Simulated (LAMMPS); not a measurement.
An MD run on HgTe (zinc blende), a cell 117 Å long along the (001) normal (2304 atoms) with 67 % of it melted and the whole then held at 900 K and zero normal pressure.

Method: classical MD, pair style sw, file CdTeZnSeHgS0.sw, run in LAMMPS.

* **interface speed (growth positive)**: -3.6 ± 0.2 m/s
* **direction**: the crystal melts back
* **cost**: roughly 11 core-minutes

Potential: file CdTeZnSeHgS0.sw of the LAMMPS distribution; its header cites Zhou, Ward, Martin, van Swol, Cruz-Campa, and D. Zubia, Phys. Rev. B, 88, 085309 (2013).

Caution: the real compound melts congruently only under the pressure of its own vapour and loses its more volatile element when open.

Uncertainties are statistical and leave out the potential's own error.

```csv
t (ps),crystalline share
0.000,0.327
15.00,0.327
30.00,0.303
45.00,0.284
60.00,0.290
75.00,0.271
90.00,0.264
105.0,0.256
120.0,0.248
135.0,0.249
150.0,0.231
165.0,0.220
180.0,0.212
195.0,0.213
210.0,0.187
225.0,0.177
240.0,0.174
255.0,0.156
270.0,0.147
285.0,0.150
300.0,0.137
315.0,0.136
330.0,0.134
345.0,0.118
360.0,0.102
375.0,0.073
```
